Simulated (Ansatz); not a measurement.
HoF3 (Pnma, No. 62) was calculated with r²SCAN+rVV10 in Ansatz (PAW).

Run with plane-wave cutoff 500 eV, 6×6×10 k mesh (along the axes of the cell as run), Fermi–Dirac smearing 0.05 eV, spin-polarised start, scalar-relativistic PAW data made under PBE.

Computed at the level's own relaxed cell.

**Question.** Give the computed volume per atom.

**Answer.** 
- volume per atom: 11.80 Å³/atom

Note: the magnetic order was assumed, not searched for or taken from measurement; the 4f shell is treated without U or exact exchange, so its levels and filling can be wrong.

Spin–orbit coupling is not included.

The computed numbers hold no vibrational or temperature effects.

It cost about 90 core-minutes (a rough figure) of CPU time.

Ansatz is a program for electronic structure.
